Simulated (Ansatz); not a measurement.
The reference is W in the bcc (W type) structure (space group Im-3m, No. 229; relaxed with 0.1 eV smearing).

```xyz
1
Lattice="-1.5771 1.5771 1.5771 1.5771 -1.5771 1.5771 1.5771 1.5771 -1.5771" Properties=species:S:1:pos:R:3 pbc="T T T"
W      0.0000     0.0000     0.0000
```

Cartesian axes are those of the cell as printed.

Method: PBEsol (Ansatz, an electronic-structure program), spin-orbit coupling left out.

For the base:

```
Item        Value
--------  -------
Pressure  0.0 GPa
```

One thing is altered: uniaxial strain ε_zz = +1.00 %, all other strain components held at zero; the atoms relax in the strained cell.

**Question.** What happens to the pressure and energy relative to the base?

**Answer.** The pressure (mean of the normal stresses, compression positive) goes from zero to -3.1 GPa; the energy goes up by 2.6 meV/atom.

No phonon test of stability was made. The final runs are not spin-polarised.
